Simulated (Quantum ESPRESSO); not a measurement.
Quantum ESPRESSO run on Sr (Fm-3m, 1 atom in the cell): self-consistent single point.

Method: PBE, spin-orbit coupling, PSlibrary fully relativistic ultrasoft (PBE) pseudopotentials (plane waves; Quantum ESPRESSO).

```yaml
crystal:
  lattice:
    - [0.00000, 2.96383, 2.96383]
    - [2.96383, 0.00000, 2.96383]
    - [2.96383, 2.96383, 0.00000]
  atoms:
    - { symbol: Sr, position: [0.00000, 0.00000, 0.00000] }
```

Reference input (self-consistent single point, DFT, PBE, plane waves, PSlibrary ultrasoft (PBE) pseudopotentials): ecutwfc = 45 Ry; ecutrho = 315 Ry; occupations = smearing; smearing = fd; degauss = 0.0073499 Ry; potentials = {Sr: Sr.pbe-spn-rrkjus_psl.1.0.0.UPF}; K_POINTS = automatic 8 8 8 0 0 0; conv_thr = 1e-08 Ry; mixing_beta = 0.7. This run's input differs from it in these lines:

```diff
@@ -17,2 +17,4 @@
    degauss = 0.0073499,
+   noncolin = .true.,
+   lspinorb = .true.,
 /
@@ -23,3 +25,3 @@
 ATOMIC_SPECIES
-Sr    87.6200  Sr.pbe-spn-rrkjus_psl.1.0.0.UPF
+Sr    87.6200  Sr.rel-pbe-spn-rrkjus_psl.1.0.0.UPF
 ATOMIC_POSITIONS {angstrom}
```

Output, abridged:

```
     Self-consistent Calculation

     iteration #  1     ecut=    45.00 Ry     beta= 0.70

     Threshold (ethr) on eigenvalues was too large:
     Diagonalizing with lowered threshold

     total energy              =     -70.20737873 Ry
     estimated scf accuracy    <       0.00126553 Ry

     iteration #  2     ecut=    45.00 Ry     beta= 0.70

     total energy              =     -70.20745241 Ry
     estimated scf accuracy    <       0.00011549 Ry

     iteration #  3     ecut=    45.00 Ry     beta= 0.70
     c_bands:  1 eigenvalues not converged
     c_bands:  2 eigenvalues not converged

     total energy              =     -70.20745771 Ry
     estimated scf accuracy    <       0.00000045 Ry

     iteration #  4     ecut=    45.00 Ry     beta= 0.70

     total energy              =     -70.20745812 Ry
     estimated scf accuracy    <       0.00000002 Ry

     iteration #  5     ecut=    45.00 Ry     beta= 0.70
     End of self-consistent calculation

     the Fermi energy is     5.4864 ev

!    total energy              =     -70.20745813 Ry
     estimated scf accuracy    <          7.4E-10 Ry
     smearing contrib. (-TS)   =      -0.00273132 Ry
     internal energy E=F+TS    =     -70.20472681 Ry

     convergence has been achieved in   5 iterations

     Forces acting on atoms (cartesian axes, Ry/au):

     atom    1 type  1   force =     0.00000000    0.00000000    0.00000000

     Total force =     0.000000     Total SCF correction =     0.000000

          total   stress  (Ry/bohr**3)                   (kbar)     P=        6.89
   0.00004681   0.00000000   0.00000000            6.89        0.00        0.00
   0.00000000   0.00004681   0.00000000            0.00        6.89        0.00
   0.00000000   0.00000000   0.00004681            0.00        0.00        6.89

   JOB DONE.
```

The run converged in 5 iterations. Against the reference run the pressure stays at 0.69 GPa. The full log also holds: “c_bands:  1 eigenvalues not converged”. The full log also holds: “c_bands:  2 eigenvalues not converged”.

The starting cell comes from a database of computed structures (which also holds hypothetical and non-ambient phases and stackings), without a prior relaxation at this level. Its lattice was rescaled by a random factor within 2.5 % of one.

Cost on one core of a shared machine: roughly 60 s.
